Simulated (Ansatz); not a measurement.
Reference: monolayer WS₂, HSE06, rigid bands (plane waves, PAW, scalar-relativistic; Ansatz, an electronic-structure program); geometry: cell and atoms relaxed with PBE.

```yaml
crystal:
  lattice:
    - [3.18743, 0.00000, 0.00000]
    - [-1.59371, 2.76039, 0.00000]
    - [0.00000, 0.00000, 19.03839]
  atoms:
    - { symbol: W, position: [0.66667, 0.33333, 0.50000] }
    - { symbol: S, position: [0.33333, 0.66667, 0.41748] }
    - { symbol: S, position: [0.33333, 0.66667, 0.58252] }
```

The band gap is 2.28 eV and the electron conductivity mass comes out as 0.29 mₑ.

**Question.** Replace W by Mo on the same sites and relax. What happens?

**Answer.** band gap falls (2.28 eV to 2.13 eV); electron conductivity mass rises (0.29 mₑ to 0.41 mₑ).

Moves up to 5 % count as about the same. Masses are for dilute carriers at 300 K, harmonic means over directions unless an axis is named. Spin-orbit coupling is left out.

The missing spin-orbit coupling matters most for monolayer WS2.
